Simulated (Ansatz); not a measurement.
# Si well of 9 atomic layers along [001] in random Si0.8Ge0.2, 5 % Ge through the well

Prepared with Tersoff's 1989 multicomponent potential (SiCGe.tersoff) (LAMMPS): minimisation. Geometry as solved with PBE, support functions at accuracy medium on the grid of 370 eV in Ansatz (an electronic-structure program).

```xyz
648
Lattice="16.58 0.00 0.00 0.00 16.58 0.00 0.00 0.00 49.61" Properties=species:S:1:pos:R:3 pbc="T T T"
Si     0.01    -0.01    -0.01
Si     1.36     1.39     1.36
Si     2.72     2.75    -0.03
Ge     4.11     4.19     1.35
Si     2.71     0.03     2.75
Ge     4.10     1.40     4.17
Si     0.02     2.76     2.78
Si     1.40     4.13     4.15
Si    -0.04     0.04     5.58
Si     1.36     1.41     6.94
Si     2.73     2.80     5.59
Si     4.15     4.16     6.94
Si     2.77     0.04     8.28
Si     4.14     1.40     9.65
Si    -0.01     2.77     8.32
Si     1.37     4.17     9.68
Ge    -0.01     0.06    11.11
Si     1.38     1.41    12.54
Ge     2.77     2.77    11.09
Si     4.21     4.13    12.47
Si     2.74     0.03    13.91
Si     4.15     1.40    15.25
Si    -0.02     2.77    13.88
Si     1.36     4.11    15.27
Si     0.00     0.00    16.62
Si     1.38     1.38    17.98
Si     2.76     2.76    16.63
Si     4.14     4.14    17.99
Si     2.76     0.00    19.34
Si     4.14     1.38    20.71
Si     0.00     2.76    19.35
Si     1.38     4.13    20.72
Si     0.00     0.00    22.08
Si     1.39     1.38    23.45
Si     2.77     2.76    22.08
Si     4.14     4.14    23.45
Si     2.76     0.00    24.82
Si     4.14     1.39    26.18
Si     0.01     2.77    24.80
Si     1.39     4.15    26.18
Si     0.00     0.01    27.53
Si     1.38     1.39    28.90
Si     2.76     2.77    27.54
Si     4.12     4.13    28.94
Si     2.78     0.04    30.27
Si     4.15     1.40    31.66
Si     0.01     2.76    30.27
Si     1.38     4.14    31.65
Si    -0.04     0.01    33.06
Ge     1.38     1.40    34.45
Si     2.77     2.79    33.01
Si     4.12     4.17    34.38
Si     2.76    -0.01    35.86
Si     4.12     1.37    37.22
Si    -0.02     2.80    35.84
Si     1.39     4.17    37.17
Si     0.02     0.00    38.57
Si     1.42     1.35    39.92
Si     2.75     2.77    38.55
Si     4.08     4.15    39.94
Si     2.77    -0.03    41.32
Si     4.10     1.35    42.73
Ge     0.04     2.73    41.34
Si     1.41     4.17    42.73
Si     0.02    -0.02    44.07
Si     1.39     1.37    45.44
Si     2.76     2.77    44.09
Si     4.13     4.15    45.47
Si     2.75    -0.01    46.82
Si     4.09     1.40    48.19
Ge     0.00     2.78    46.84
Si     1.39     4.18    48.25
Si     0.00     5.53     0.02
Si     1.38     6.91     1.40
Si     2.76     8.28     0.01
Si     4.17     9.63     1.36
Si     2.74     5.55     2.79
Si     4.15     6.91     4.15
Si     0.02     8.26     2.78
Si     1.39     9.62     4.15
Ge     0.00     5.51     5.55
Si     1.44     6.89     6.93
Si     2.77     8.26     5.52
Ge     4.15     9.66     6.94
Si     2.79     5.53     8.33
Si     4.15     6.90     9.72
Ge     0.04     8.24     8.36
Si     1.40     9.68     9.75
Si    -0.03     5.48    11.07
Ge     1.35     6.93    12.45
Si     2.79     8.31    11.08
Si     4.14     9.62    12.53
Ge     2.78     5.49    13.87
Si     4.19     6.88    15.25
Si    -0.03     8.33    13.87
Si     1.36     9.69    15.22
Si    -0.01     5.51    16.62
Si     1.35     6.87    18.01
Ge     2.74     8.26    16.60
Ge     4.16     9.70    18.02
Si     2.76     5.51    19.36
Si     4.14     6.89    20.72
Si     0.00     8.28    19.37
Si     1.37     9.68    20.73
Si     0.00     5.52    22.07
Si     1.39     6.90    23.42
Si     2.77     8.29    22.08
Si     4.15     9.68    23.44
Si     2.76     5.53    24.80
Si     4.13     6.93    26.14
Si    -0.02     8.26    24.77
Ge     1.37     9.67    26.17
Si     0.01     5.52    27.54
Si     1.39     6.90    28.91
Si     2.78     8.27    27.55
Si     4.14     9.66    28.91
Si     2.75     5.53    30.29
Si     4.14     6.91    31.65
Si     0.04     8.31    30.27
Si     1.39     9.67    31.66
Si     0.04     5.51    33.05
Si     1.42     6.90    34.39
Si     2.78     8.30    33.03
Si     4.14     9.68    34.42
Si     2.77     5.53    35.78
Si     4.11     6.95    37.16
Ge     0.01     8.30    35.79
Si     1.41     9.70    37.20
Si     0.04     5.57    38.53
Si     1.39     6.92    39.95
Si     2.76     8.31    38.58
Si     4.15     9.68    39.94
Si     2.76     5.54    41.33
Si     4.14     6.92    42.69
Si     0.03     8.30    41.33
Si     1.41     9.69    42.69
Si    -0.01     5.52    44.08
Ge     1.40     6.92    45.49
Si     2.79     8.31    44.05
Si     4.18     9.66    45.42
Si     2.79     5.51    46.88
Si     4.14     6.94    48.22
Si    -0.01     8.30    46.90
Si     1.37     9.66    48.26
Si     0.01    11.07    -0.02
Si     1.35    12.45     1.37
Si     2.73    13.80     0.00
Ge     4.12    15.18     1.42
Ge     2.77    11.04     2.76
Si     4.19    12.42     4.17
Si    -0.04    13.81     2.73
Ge     1.33    15.22     4.15
Ge     0.02    11.07     5.51
Si     1.37    12.43     6.97
Ge     2.78    13.81     5.58
Si     4.14    15.23     6.97
Si     2.71    11.04     8.33
Ge     4.12    12.41     9.72
Si    -0.03    13.80     8.31
Ge     1.39    15.20     9.68
Si    -0.02    11.04    11.08
Ge     1.38    12.43    12.49
Si     2.76    13.83    11.10
Ge     4.13    15.20    12.52
Si     2.79    11.03    13.89
Si     4.15    12.44    15.25
Si     0.02    13.85    13.90
Si     1.39    15.22    15.27
Si     0.02    11.04    16.65
Si     1.38    12.45    17.99
Si     2.77    13.82    16.61
Si     4.15    15.21    17.97
Si     2.74    11.09    19.40
Si     4.14    12.47    20.73
Si    -0.01    13.83    19.35
Si     1.37    15.21    20.71
Si    -0.01    11.06    22.08
Si     1.37    12.45    23.44
Si     2.75    13.84    22.08
Si     4.14    15.21    23.45
Si     2.77    11.08    24.78
Si     4.14    12.44    26.16
Si     0.00    13.82    24.81
Si     1.38    15.20    26.17
Si    -0.02    11.08    27.56
Si     1.41    12.41    28.89
Si     2.77    13.82    27.53
Si     4.12    15.22    28.91
Si     2.77    11.04    30.28
Si     4.14    12.43    31.65
Ge    -0.02    13.80    30.25
Ge     1.39    15.22    31.68
Si     0.00    11.04    33.03
Si     1.41    12.39    34.39
Si     2.77    13.77    33.04
Ge     4.15    15.19    34.43
Si     2.77    11.05    35.80
Si     4.14    12.42    37.18
Ge     0.02    13.82    35.78
Si     1.40    15.20    37.22
Si     0.03    11.06    38.57
Si     1.40    12.44    39.94
Si     2.78    13.81    38.57
Si     4.14    15.17    39.96
Si     2.78    11.06    41.31
Si     4.14    12.44    42.70
Si     0.03    13.82    41.32
Si     1.39    15.19    42.69
Si     0.05    11.07    44.06
Si     1.38    12.47    45.44
Si     2.77    13.82    44.07
Si     4.12    15.20    45.44
Ge     2.77    11.04    46.84
Si     4.14    12.42    48.28
Si     0.02    13.82    46.85
Si     1.39    15.20    48.22
Ge     5.53     0.03    -0.03
Si     6.91     1.40     1.40
Ge     8.32     2.77     0.01
Si     9.68     4.19     1.42
Ge     8.27     0.00     2.82
Si     9.69     1.38     4.20
Ge     5.55     2.81     2.78
Si     6.93     4.22     4.18
Ge     5.54    -0.02     5.58
Si     6.90     1.42     6.97
Ge     8.30     2.80     5.58
Si     9.70     4.18     6.99
Ge     8.32     0.02     8.34
Si     9.71     1.42     9.75
Si     5.52     2.80     8.32
Si     6.92     4.15     9.71
Ge     5.55     0.03    11.07
Si     6.94     1.41    12.49
Si     8.29     2.78    11.10
Si     9.64     4.14    12.49
Si     8.28    -0.03    13.83
Ge     9.67     1.37    15.24
Si     5.55     2.76    13.87
Si     6.90     4.15    15.24
Si     5.52     0.01    16.61
Si     6.90     1.38    17.99
Si     8.26     2.78    16.63
Si     9.65     4.12    18.02
Si     8.29     0.01    19.36
Si     9.67     1.38    20.72
Si     5.52     2.76    19.35
Si     6.90     4.15    20.72
Si     5.52     0.00    22.08
Si     6.91     1.39    23.42
Si     8.29     2.77    22.07
Si     9.68     4.14    23.44
Si     8.31     0.03    24.76
Si     9.68     1.38    26.16
Si     5.53     2.76    24.81
Si     6.94     4.12    26.15
Si     5.50     0.03    27.57
Si     6.90     1.40    28.91
Si     8.30     2.75    27.53
Si     9.65     4.15    28.89
Si     8.31     0.02    30.25
Si     9.65     1.41    31.63
Si     5.53     2.77    30.30
Si     6.90     4.16    31.66
Si     5.52     0.04    33.03
Si     6.93     1.38    34.38
Si     8.29     2.77    33.02
Si     9.70     4.13    34.38
Si     8.28    -0.01    35.74
Ge     9.70     1.36    37.14
Ge     5.50     2.75    35.78
Si     6.88     4.14    37.18
Si     5.49    -0.02    38.59
Si     6.87     1.31    39.96
Ge     8.23     2.73    38.57
Ge     9.66     4.14    39.99
Si     8.27    -0.02    41.34
Si     9.66     1.36    42.70
Ge     5.48     2.74    41.32
Ge     6.90     4.19    42.73
Si     5.50    -0.04    44.06
Ge     6.91     1.36    45.46
Si     8.32     2.76    44.07
Si     9.65     4.17    45.43
Si     8.32    -0.05    46.86
Si     9.67     1.36    48.20
Si     5.47     2.77    46.83
Ge     6.87     4.18    48.20
Si     5.52     5.61     0.00
Si     6.90     6.93     1.40
Si     8.22     8.30    -0.02
Ge     9.65     9.66     1.39
Si     8.29     5.56     2.78
Si     9.70     6.88     4.16
Si     5.52     8.29     2.77
Si     6.89     9.68     4.14
Si     5.51     5.54     5.55
Si     6.89     6.88     6.96
Ge     8.29     8.29     5.55
Si     9.68     9.69     6.96
Si     8.29     5.54     8.33
Si     9.65     6.94     9.69
Si     5.55     8.26     8.35
Si     6.94     9.64     9.70
Si     5.55     5.53    11.09
Si     6.92     6.90    12.46
Si     8.29     8.28    11.09
Si     9.65     9.64    12.48
Si     8.27     5.52    13.86
Si     9.63     6.92    15.22
Si     5.53     8.24    13.85
Ge     6.90     9.68    15.23
Si     5.54     5.51    16.63
Si     6.93     6.89    17.99
Si     8.31     8.28    16.63
Si     9.69     9.67    17.99
Si     8.29     5.52    19.37
Si     9.69     6.90    20.72
Si     5.54     8.24    19.36
Ge     6.92     9.67    20.72
Si     5.52     5.52    22.09
Si     6.91     6.90    23.44
Si     8.33     8.27    22.11
Si     9.68     9.67    23.46
Si     8.30     5.52    24.80
Si     9.67     6.91    26.17
Si     5.53     8.29    24.79
Si     6.91     9.66    26.17
Ge     5.53     5.52    27.54
Si     6.93     6.94    28.93
Si     8.30     8.29    27.54
Si     9.71     9.65    28.88
Si     8.27     5.51    30.26
Ge     9.69     6.90    31.65
Si     5.52     8.29    30.28
Si     6.85     9.68    31.67
Si     5.51     5.54    33.02
Si     6.84     6.91    34.43
Ge     8.25     8.32    33.08
Si     9.67     9.74    34.43
Ge     8.28     5.52    35.79
Si     9.63     6.95    37.19
Si     5.50     8.31    35.81
Si     6.90     9.67    37.18
Ge     5.50     5.56    38.57
Si     6.92     6.95    39.97
Si     8.27     8.31    38.57
Si     9.65     9.69    39.95
Si     8.29     5.60    41.34
Si     9.67     6.94    42.72
Si     5.52     8.30    41.33
Si     6.90     9.68    42.69
Si     5.48     5.57    44.12
Si     6.89     6.94    45.46
Si     8.27     8.30    44.08
Si     9.66     9.66    45.46
Si     8.27     5.54    46.78
Ge     9.67     6.92    48.22
Si     5.51     8.31    46.83
Si     6.88     9.68    48.21
Si     5.53    11.04     0.01
Si     6.89    12.42     1.40
Si     8.24    13.79     0.01
Ge     9.67    15.15     1.40
Si     8.27    11.07     2.79
Si     9.66    12.42     4.17
Si     5.55    13.79     2.81
Si     6.91    15.14     4.19
Si     5.56    11.06     5.53
Si     6.95    12.40     6.91
Si     8.31    13.80     5.56
Si     9.68    15.19     6.92
Si     8.29    11.05     8.33
Si     9.64    12.47     9.69
Ge     5.57    13.82     8.31
Si     6.96    15.19     9.74
Ge     5.56    11.01    11.14
Si     6.95    12.46    12.50
Si     8.31    13.82    11.11
Si     9.69    15.21    12.47
Si     8.31    11.05    13.83
Ge     9.69    12.46    15.24
Si     5.55    13.80    13.89
Si     6.90    15.21    15.24
Si     5.54    11.11    16.62
Si     6.92    12.47    17.98
Si     8.28    13.87    16.63
Si     9.67    15.21    18.00
Si     8.32    11.08    19.32
Si     9.68    12.44    20.72
Si     5.52    13.83    19.35
Si     6.91    15.21    20.71
Si     5.51    11.08    22.10
Si     6.91    12.44    23.45
Si     8.29    13.82    22.08
Si     9.68    15.20    23.43
Si     8.29    11.06    24.81
Si     9.69    12.44    26.17
Si     5.51    13.81    24.79
Ge     6.91    15.23    26.16
Si     5.49    11.02    27.50
Ge     6.88    12.45    28.88
Si     8.34    13.83    27.53
Si     9.69    15.21    28.91
Ge     8.32    11.03    30.31
Si     9.71    12.46    31.69
Si     5.47    13.83    30.28
Ge     6.91    15.20    31.65
Si     5.51    11.06    33.04
Si     6.90    12.41    34.41
Si     8.29    13.78    33.05
Si     9.63    15.18    34.40
Si     8.27    11.06    35.81
Si     9.64    12.41    37.21
Si     5.53    13.76    35.80
Ge     6.90    15.18    37.18
Si     5.53    11.05    38.56
Si     6.90    12.43    39.95
Si     8.30    13.79    38.59
Si     9.63    15.22    39.93
Si     8.27    11.05    41.32
Si     9.63    12.40    42.74
Si     5.52    13.80    41.32
Si     6.90    15.17    42.70
Si     5.53    11.06    44.06
Si     6.91    12.40    45.44
Si     8.27    13.81    44.09
Si     9.67    15.19    45.45
Si     8.26    11.01    46.81
Ge     9.65    12.41    48.21
Ge     5.52    13.80    46.85
Si     6.94    15.19    48.23
Ge    11.09     0.02     0.00
Si    12.50     1.40     1.40
Si    13.88     2.75     0.04
Si    15.23     4.14     1.41
Si    13.87     0.02     2.75
Si    15.21     1.40     4.16
Ge    11.09     2.78     2.81
Si    12.48     4.19     4.20
Si    11.03    -0.01     5.56
Ge    12.44     1.39     6.95
Si    13.84     2.78     5.54
Si    15.18     4.12     6.95
Si    13.83    -0.02     8.36
Si    15.18     1.42     9.70
Si    11.06     2.80     8.37
Si    12.46     4.13     9.72
Si    11.07     0.01    11.10
Si    12.44     1.38    12.47
Si    13.82     2.76    11.11
Si    15.21     4.13    12.47
Si    13.78     0.04    13.91
Si    15.21     1.37    15.25
Si    11.05     2.76    13.81
Ge    12.47     4.12    15.21
Si    11.07    -0.01    16.65
Si    12.44     1.37    18.00
Si    13.84     2.73    16.64
Si    15.20     4.14    17.99
Si    13.82     0.00    19.36
Si    15.21     1.38    20.72
Si    11.06     2.76    19.36
Si    12.44     4.14    20.72
Si    11.06     0.00    22.08
Si    12.44     1.38    23.45
Si    13.82     2.76    22.08
Si    15.20     4.14    23.44
Si    13.82     0.00    24.80
Si    15.21     1.38    26.16
Si    11.06     2.77    24.81
Si    12.44     4.15    26.17
Si    11.04    -0.02    27.51
Ge    12.44     1.39    28.91
Si    13.85     2.78    27.51
Si    15.21     4.14    28.90
Si    13.85    -0.02    30.29
Si    15.23     1.36    31.63
Si    11.02     2.80    30.29
Si    12.43     4.16    31.64
Ge    11.05    -0.01    33.02
Si    12.45     1.38    34.44
Ge    13.84     2.77    33.03
Si    15.24     4.17    34.44
Si    13.82     0.01    35.80
Si    15.21     1.37    37.18
Si    11.08     2.78    35.75
Si    12.47     4.13    37.12
Si    11.08    -0.03    38.59
Si    12.44     1.37    39.93
Si    13.79     2.73    38.51
Ge    15.22     4.13    39.88
Si    13.86     0.03    41.30
Si    15.21     1.36    42.73
Si    11.06     2.70    41.34
Ge    12.42     4.12    42.74
Si    11.04     0.02    44.11
Si    12.46     1.36    45.45
Si    13.85     2.74    44.11
Si    15.18     4.17    45.44
Si    13.87     0.02    46.82
Si    15.20     1.37    48.25
Ge    11.05     2.76    46.82
Ge    12.48     4.17    48.27
Si    11.06     5.55     0.06
Si    12.45     6.90     1.40
Si    13.80     8.26    -0.01
Ge    15.21     9.67     1.39
Si    13.83     5.52     2.77
Si    15.21     6.89     4.12
Si    11.05     8.24     2.77
Ge    12.39     9.68     4.16
Si    11.06     5.52     5.57
Si    12.40     6.87     6.97
Ge    13.80     8.23     5.56
Ge    15.19     9.68     6.97
Si    13.80     5.49     8.32
Si    15.18     6.84     9.71
Si    11.05     8.29     8.32
Si    12.42     9.66     9.68
Ge    11.05     5.53    11.09
Si    12.43     6.91    12.52
Ge    13.81     8.28    11.09
Si    15.20     9.70    12.47
Si    13.86     5.55    13.83
Si    15.22     6.91    15.24
Si    11.02     8.27    13.85
Ge    12.44     9.67    15.23
Ge    11.04     5.54    16.63
Si    12.46     6.93    18.01
Si    13.85     8.27    16.63
Si    15.21     9.66    18.00
Si    13.82     5.52    19.36
Si    15.20     6.90    20.72
Si    11.06     8.30    19.36
Si    12.44     9.68    20.72
Si    11.07     5.52    22.08
Si    12.44     6.91    23.45
Si    13.81     8.29    22.08
Si    15.19     9.67    23.44
Si    13.82     5.52    24.80
Si    15.23     6.88    26.15
Si    11.06     8.29    24.81
Si    12.43     9.70    26.15
Si    11.05     5.52    27.54
Si    12.43     6.88    28.92
Ge    13.84     8.29    27.54
Si    15.22     9.71    28.95
Si    13.81     5.50    30.26
Ge    15.21     6.91    31.66
Si    11.09     8.30    30.26
Si    12.43     9.67    31.66
Si    11.10     5.51    33.05
Si    12.47     6.89    34.41
Si    13.80     8.31    33.05
Si    15.18     9.69    34.40
Si    13.85     5.54    35.79
Si    15.20     6.90    37.19
Ge    11.07     8.30    35.79
Si    12.48     9.70    37.18
Ge    11.06     5.53    38.51
Ge    12.44     7.00    39.94
Si    13.87     8.34    38.53
Si    15.27     9.65    39.92
Ge    13.85     5.56    41.34
Si    15.25     6.95    42.73
Si    11.01     8.34    41.35
Si    12.41     9.65    42.74
Si    11.03     5.56    44.10
Si    12.44     6.91    45.47
Si    13.80     8.27    44.08
Ge    15.20     9.69    45.47
Si    13.84     5.56    46.83
Si    15.21     6.90    48.24
Si    11.08     8.32    46.82
Si    12.45     9.66    48.22
Si    11.07    11.01    -0.02
Ge    12.46    12.42     1.37
Si    13.88    13.82    -0.01
Si    15.22    15.22     1.37
Si    13.83    11.07     2.80
Si    15.19    12.47     4.14
Si    11.05    13.77     2.80
Ge    12.45    15.21     4.15
Si    11.00    11.06     5.57
Ge    12.43    12.46     6.94
Si    13.86    13.84     5.55
Si    15.20    15.21     6.95
Si    13.80    11.06     8.37
Si    15.19    12.44     9.71
Si    11.03    13.86     8.34
Si    12.43    15.21     9.72
Ge    11.04    11.06    11.08
Si    12.44    12.46    12.48
Si    13.79    13.80    11.07
Ge    15.15    15.20    12.51
Si    13.82    11.07    13.81
Ge    15.20    12.44    15.27
Si    11.09    13.86    13.84
Si    12.43    15.22    15.26
Si    11.07    11.06    16.66
Si    12.44    12.45    18.01
Si    13.79    13.85    16.64
Si    15.19    15.21    17.99
Si    13.83    11.06    19.35
Si    15.21    12.44    20.71
Si    11.05    13.83    19.37
Si    12.44    15.21    20.72
Si    11.06    11.06    22.08
Si    12.44    12.44    23.44
Si    13.82    13.82    22.07
Si    15.20    15.20    23.44
Si    13.82    11.06    24.80
Si    15.19    12.45    26.18
Si    11.06    13.82    24.79
Si    12.43    15.20    26.15
Si    11.07    11.06    27.53
Si    12.44    12.43    28.92
Si    13.80    13.82    27.53
Si    15.18    15.22    28.87
Si    13.81    11.05    30.31
Si    15.18    12.41    31.69
Si    11.07    13.82    30.28
Si    12.47    15.17    31.64
Si    11.07    11.07    33.04
Si    12.46    12.42    34.41
Si    13.82    13.81    33.04
Si    15.17    15.22    34.40
Si    13.83    11.07    35.79
Si    15.23    12.40    37.17
Ge    11.05    13.81    35.81
Si    12.45    15.24    37.18
Si    11.03    11.01    38.53
Ge    12.42    12.41    39.92
Ge    13.87    13.84    38.54
Si    15.25    15.23    39.97
Ge    13.86    11.01    41.35
Si    15.27    12.44    42.70
Ge    10.99    13.81    41.34
Ge    12.45    15.24    42.71
Si    11.04    11.04    44.10
Si    12.41    12.40    45.48
Ge    13.87    13.80    44.12
Si    15.26    15.23    45.49
Si    13.80    11.08    46.88
Si    15.23    12.44    48.22
Si    11.04    13.81    46.79
Ge    12.49    15.17    48.17
```
